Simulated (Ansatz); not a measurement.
Start from SrFeO₃ in the cubic perovskite structure (space group Pm-3m, No. 221; ferromagnetic; a cell from a computed database, its experimental status unchecked).

```xyz
5
Lattice="3.7819 0.0000 0.0000 0.0000 3.7819 0.0000 0.0000 0.0000 3.7819" Properties=species:S:1:pos:R:3 pbc="T T T"
Sr     0.0000     0.0000     0.0000
Fe     1.8910     1.8910     1.8910
O      0.0000     1.8910     1.8910
O      1.8910     0.0000     1.8910
O      1.8910     1.8910     0.0000
```

All numbers come from PBEsol (Ansatz, a first-principles code), spin-orbit coupling left out.

Base values:

* **Volume per atom**: 10.82 Å³

The change: Mg takes the place of Sr on all its sites, then cell and atoms are relaxed.

Tabulated Pauling electronegativity and covalent radius: Sr 0.95, 1.95 Å; Mg 1.31, 1.41 Å.

**Question.** What does the calculation give for the volume per atom after the change?

**Answer.** The volume per atom falls by 1.024 Å³ (10.82 Å³ → 9.79 Å³).

Whether these cells are dynamically stable was not tested. As relaxed here, MgFeO3 is a hypothetical phase, not in the database extracts checked. No Hubbard U is applied and the magnetic state is the run's own (MgFeO3 ferromagnetic; SrFeO3 ferromagnetic); other magnetic orders, which need larger cells, were not tried and can change the gap. Many cubic perovskites are stable only at high temperature; tilts and polar distortions were not tested.
